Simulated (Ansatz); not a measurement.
**Several settings converged on CsZn₄P₃ (P4/mmm, 8 atoms in the cell)**

```
CELL_PARAMETERS angstrom
      4.07464     0.00000     0.00000
      0.00000     4.07464     0.00000
      0.00000     0.00000    10.48461
ATOMIC_POSITIONS crystal
  Cs 0.00000 0.00000 0.50000
  Zn 0.50000 0.00000 0.84844
  Zn 0.50000 0.00000 0.15156
  Zn 0.00000 0.50000 0.84844
  Zn 0.00000 0.50000 0.15156
  P  0.50000 0.50000 0.72670
  P  0.50000 0.50000 0.27330
  P  0.00000 0.00000 0.00000
```

Base method: LDA (PW92), default PAW files made with PBE (plane waves; Ansatz, a quantum-chemistry and plane-wave program).

Base settings: basis.ecutwfc = 420 eV; kpoints.mp_grid.grid = 6 6 3; hamiltonian.xc = lda; hamiltonian.pseudopotentials = {kind: paw} (the program's default PAW files); scf.occupations.method = fermi_dirac; scf.occupations.width = 0.136 eV.

Core times come from one kind of shared machine, to one figure; runs under 30 s give none.

**Zone-centre phonons against the cutoff**

In this ladder: phonons.method = dfpt.

The mesh stays at the base's, so the ladder's end is converged at best in this setting alone.

Frequencies are those of the unrelaxed cell, without the LO-TO term of polar crystals.

Only quantities that move along the ladder and can be compared are tabulated.

| basis.ecutwfc | highest zone-centre frequency (cm⁻¹) | lowest optical frequency (cm⁻¹) | core time / last (rough) |
|---|---|---|---|
| 210 eV | 306.8 | 16.9 | 0.2 |
| 295 eV | 296.1 | 40.0 | 0.4 |
| 420 eV | 297.3 | 40.1 | 0.5 |
| 630 eV | 297.3 | 40.1 | 1 |

Coarsest basis.ecutwfc that holds the highest zone-centre frequency within 5 cm⁻¹ of the last step, with all finer ones: 295 eV, at about 0.4 of the last step's time; the step before is off by 9.4 cm⁻¹.

Coarsest basis.ecutwfc that holds the lowest optical frequency within 10 cm⁻¹ of the last step, with all finer ones: 295 eV, at about 0.4 of the last step's time; the step before is off by 23 cm⁻¹.

**The force threshold of a relaxation**

On CsZn4P3 (P4mm, 8 atoms in the cell): one atom moved by 0.15 angstrom.

In this ladder: relax = atoms.

The mesh stays at the base's, so the ladder's end is converged at best in this setting alone.

Only quantities that move along the ladder and can be compared are tabulated.

```tsv
relax.f_tol	free energy less the last step's (meV/atom)	largest force left (eV/Å)	relaxation steps	core time / last (rough)
0.2 eV/Å	0.76	0.0991	2	0.4
0.05 eV/Å	0.21	0.0484	3	0.5
0.02 eV/Å	0.00	0.0111	4	1
0.005 eV/Å	0.00	0.0008	6	1
0.001 eV/Å	0.00	0.0010	7	1
```

Coarsest relax.f_tol that holds the largest force left within 0.02 eV/Å of the last step, with all finer ones: 0.02 eV/Å; the step before is off by 0.047 eV/Å.

Coarsest relax.f_tol that holds the free energy within 0.1 meV/atom of the last step, with all finer ones: 0.02 eV/Å; the step before is off by 0.21 meV/atom.

On the base run: the starting cell comes from a database of computed structures (which also holds hypothetical and non-ambient phases and stackings), without a prior relaxation at this level. Its lattice was rescaled by up to half a per cent. In the base run, with a pressure of about -4 GPa the cell is away from its equilibrium volume at this level. The run gives no clean gap (levels at the Fermi energy touch, overlap or are partly filled at this smearing), which alone does not show that the compound is a metal.

Keys are those of Ansatz 0.2.
